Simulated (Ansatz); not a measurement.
**Lu: uniaxial strain ε_xx = −1.00 %**

Consider Lu in the hcp (Mg type) structure (space group P6_3/mmc, No. 194; a = 3.443 Å, c = 5.367 Å; relaxed with 0.1 eV smearing). Axes: x lies along a and z along c of the hexagonal cell.

It is then changed as follows: the cell is compressed by 1.00 % along x with no lateral relaxation, atoms relaxed at fixed cell.

Computed with PBEsol, PAW, 420 eV (Ansatz, a program for electronic structure; no SOC). k-mesh 19×19×11 (Γ-centred); smearing 0.1 eV (Fermi–Dirac).

The volume per atom drops by 0.276 Å³, from 27.55 Å³ to 27.28 Å³ and the space group changes from P6_3/mmc (No. 194) to Cmcm (No. 63). The shortest interatomic distance falls by 0.0062 Å to 3.333 Å and the energy grows by 0.9 meV/atom. The pressure (mean of the normal stresses, compression positive) goes from zero to 0.5 GPa and the band gap remains zero. The stress (xx, yy, zz, yz, xz, xy; compression positive) is (1.0, 0.3, 0.2, 0.0, 0.0, 0.0) GPa.

Stability against distortions was not tested.
